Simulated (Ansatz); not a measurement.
## HfTeSe (P3m1, No. 156, 3 atoms in the cell; start mp-1224271)

All values below come from r²SCAN+rVV10 (Ansatz, an electronic-structure program, plane waves, PAW).

Numerical settings: plane-wave cutoff 560 eV, 18×18×8 k mesh (along the axes of the cell as run), Fermi–Dirac smearing 0.05 eV, scalar-relativistic PAW data made under PBE.

Cell (relaxed at this level):

```
HfSeTe
1.0
    3.86340     0.00000     0.00000
   -1.93170     3.34581     0.00000
    0.00000     0.00000     6.50991
Hf Te Se
1 1 1
Direct
  0.00000   0.00000   0.98141
  0.66667   0.33333   0.26221
  0.33333   0.66667   0.75639
```

```json
{
  "band_gap": "0.04 eV (under three smearing widths, so not firm)"
}
```

Note: the relaxation could not lower the start's symmetry, so the cell can be a saddle point above a distorted one.

Spin–orbit coupling is not included; it can close the smallest gap of 0.04 eV.

The computed numbers hold no vibrational or temperature effects.

Cost on a shared machine: roughly 40 core-minutes.

A start named mp-… is a Materials Project structure, which need not be a measured phase.
